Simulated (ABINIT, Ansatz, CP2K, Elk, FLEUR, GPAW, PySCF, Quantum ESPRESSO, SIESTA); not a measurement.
# BAs (F-43m, 2 atoms in the cell) computed with different codes at matched settings

Self-consistent single point.

```
BAs
1.0
    0.00000     2.39000     2.39000
    2.39000     0.00000     2.39000
    2.39000     2.39000     0.00000
B As
1 1
Direct
  0.00000   0.00000   0.00000
  0.25000   0.25000   0.25000
```

All programs got the same cell, k-point mesh and kind of occupations (in Ansatz's words: kpoints.mp_grid.grid = 8 8 8; scf.occupations.method = fermi_dirac; scf.occupations.width = 0.05 eV); potentials, basis and cutoffs are each program's usual ones.

```json
[
 {"code": "FLEUR", "model": "PBE, all-electron FLAPW (FLEUR), scalar-relativistic valence", "gap on the mesh (eV)": "1.228", "k-points": "29", "cutoff": "Kmax 4.6 1/bohr"},
 {"code": "PySCF", "model": "PBE, Gaussian basis gth-dzvp-molopt-sr, GTH pseudopotentials gth-pbe, FFT density fitting with multigrid", "gap on the mesh (eV)": "1.247", "k-points": "512", "cutoff": "grid 60 Ha"},
 {"code": "ABINIT", "model": "PBE, PAW (JTH v2.0 PBE PAW)", "gap on the mesh (eV)": "1.196", "k-points": "29", "cutoff": "40 Ry"},
 {"code": "GPAW", "model": "PBE, GPAW PAW datasets PBE (gpaw-data 1.0.1)", "gap on the mesh (eV)": "1.198", "k-points": "29", "cutoff": "950 eV"},
 {"code": "SIESTA", "model": "GGA PBE, numerical atomic orbitals TZP, PseudoDojo PBE standard norm-conserving potentials (rewritten from UPF to PSML)", "gap on the mesh (eV)": "1.425", "k-points": "296", "cutoff": "grid 400 Ry"},
 {"code": "Elk", "model": "PBE, all-electron FP-LAPW, Elk's shipped species files, default APW+lo basis", "gap on the mesh (eV)": "1.203", "k-points": "43", "cutoff": "default"},
 {"code": "Ansatz", "model": "PBE, default PAW files", "gap on the mesh (eV)": "1.199", "k-points": "29", "cutoff": "default"},
 {"code": "Quantum ESPRESSO", "model": "PBE, SSSP 1.1.2 precision (PBE) pseudopotentials", "gap on the mesh (eV)": "1.185", "k-points": "29", "cutoff": "50 Ry"},
 {"code": "CP2K", "model": "PBE, GPW, DZVP-MOLOPT-SR-GTH basis, GTH-PBE potentials (GTH_POTENTIALS)", "gap on the mesh (eV)": "1.247", "k-points": "260", "cutoff": "grid 400 Ry"}
]
```

Gaps are read on the mesh.

The spread over the programs that give each value: gap on the mesh within 0.240 eV.

The starting cell has typed, rounded lattice constants, without a prior relaxation at this level.

Problem. Why do the programs differ, and what cannot be compared?

Solution. Differences of this kind can come from the potentials, where these differ, and from what each basis and cutoff leave unconverged. The valence holds different numbers of electrons (FLEUR 18, PySCF 8, ABINIT 18, GPAW 8, SIESTA 18, Ansatz (an electronic-structure program) 18, Quantum ESPRESSO 8, CP2K 8). The zero of total energies and Fermi levels follows the potentials and each program's conventions, so they are not compared here. PySCF, SIESTA and CP2K use small atom-centred bases, whose incompleteness enters pressures, forces and empty levels differently from a plane-wave cutoff. FLEUR and Elk treat all electrons, but the usual bases taken here (sphere radii, linearisation, local orbitals, empty states) were not tested for convergence, so the values are no reference for the others. The programs reduce the same mesh by symmetry to different extents, which changes the work and not the result. In the pressure, SIESTA (by 3.92) and CP2K (by 1.02) lie more than 1 GPa from the median of the plane-wave programs. In the gap, SIESTA (by 0.229) lies more than 0.12 eV from the median of the plane-wave programs.

Keys are those of Ansatz 0.2.
